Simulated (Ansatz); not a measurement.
Functionals compared on the (10-10) surface of beta Si3N4 in its 1x1 cell (cut with top plane Si, bottom plane Si), outermost plane spacing 0.48 Å in the ideal cut (one of several cuts of this face) (in the relaxation N ended outermost), in Ansatz (plane waves, PAW). The structure was relaxed with PBE; the other rows are single points on it, each with its references at the same level. Cutoff 420 eV (500 eV for r2SCAN). HSE06 used the coarser mesh 5x2x1.

Set-up: 28 atoms, N16Si12, 12.0 Å thick at the start; mesh 9x4x1; 0.025 eV smearing; dipole correction on; all atoms relaxed; held to the start's symmetry, so lower structures may exist; no spin, no spin-orbit, no U. These notes are the PBE run's.

```
functional  surface energy (J/m²)   rough cost of the single point
----------  ---------------------  -------------------------------
PBE                          2.31                                –
LDA                          2.60   around 90 core-seconds (rough)
PBEsol                       2.44          roughly 90 core-seconds
RPBE                            …     very roughly 90 core-seconds
r2SCAN                       2.60  around 2.7 core-minutes (rough)
HSE06                        2.54          roughly 11 core-minutes
```

### Question
Some entries are withheld; supply them.

### Answer

- RPBE, surface energy (J/m²): 2.16

Ansatz is a first-principles code.
